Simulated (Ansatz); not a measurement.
The starting structures come from a database of crystals and need not be the phases stable at ambient conditions.

 Where the default PAW files enter, the runs use the earlier of Ansatz's two default sets.

Data:

```xyz
9
Lattice="5.7417 0.0000 0.0000 0.0000 8.1200 0.0000 2.8709 4.0600 2.8709" Properties=species:S:1:pos:R:3 pbc="T T T"
K      2.8709     6.0900     0.0000
K      2.8709     2.0300     0.0000
H      0.0000     1.6414     0.0000
H      0.0000     6.4787     0.0000
H      7.4520     4.0600     1.7102
H      1.1606     8.1200     1.1606
H      4.0315     4.0600     1.7102
H      4.5811     8.1200     1.1606
Pt     0.0000     0.0000     0.0000
```

Space group of this cell: Fm-3m. The cell is taken as given.

Transport runs along the normal of the first two printed cell vectors, the (110) plane of the conventional cell.

No gap correction and no spin-orbit coupling; mid-gap values are interpolated between computed energies.

Problem. Estimate the band gap and the smallest decay constant κ at mid-gap that Ansatz (a first-principles code) with r2SCAN returns for this system.

Solution. Gap 4.36 eV on a 10×10×10 mesh; κ = 0.401 1/Å, at the zone centre.
